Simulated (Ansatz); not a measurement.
CuAl2 (I4/mcm), PBEsol, DFPT electron-phonon coupling, linearised Boltzmann equation in Ansatz (a first-principles code). Phonon-limited resistivity 4.96 μΩ·cm at 300 K along z (a = (-3.01, 3.01, 2.39) Å; b = (3.01, -3.01, 2.39) Å; c = (3.01, 3.01, -2.39) Å), 6.84 μΩ·cm at 400 K, current-weighted mean free path 15.0 nm, Drude plasma energy 9.02 eV.

Estimate the electronic thermal conductivity at 300 K by the Wiedemann-Franz law (L₀ = 2.44×10⁻⁸ W·Ω/K²).

L₀T/ρ = 2.44×10⁻⁸ × 300/(4.96×10⁻⁸) = 148 W/(m·K). Inelastic scattering puts the true Lorenz number somewhat under L₀ near and below the Debye temperature.

What is the classical skin depth at 1 GHz (nonmagnetic, μ₀ = 1.257×10⁻⁶ H/m)?

δ = √(ρ/(π f μ₀)) = 3540 nm.

Estimate the resistivity of a 40 nm square wire with diffuse walls from ρ ≈ ρ₀(1 + 3ℓ/4d).

1 + 0.75 × 15.0/40 = 1.28, so ρ ≈ 6.35 μΩ·cm and a line 1 μm long has 39.7 Ω. The formula is the free-electron limit for d well above ℓ; grain boundaries add to it.

A metal at this level (no band gap). Only scattering by harmonic phonons is included (no impurities, grain boundaries, electron-electron scattering or thermal expansion). Spin-orbit coupling is left out. Halving the electron mesh (16x16x16) moves the resistivity by up to 6 % at 300 K, the mean free path by up to 7 %. Smearing 0.20 eV; phonons on a 4x4x4 q mesh, which this run doesn't test.
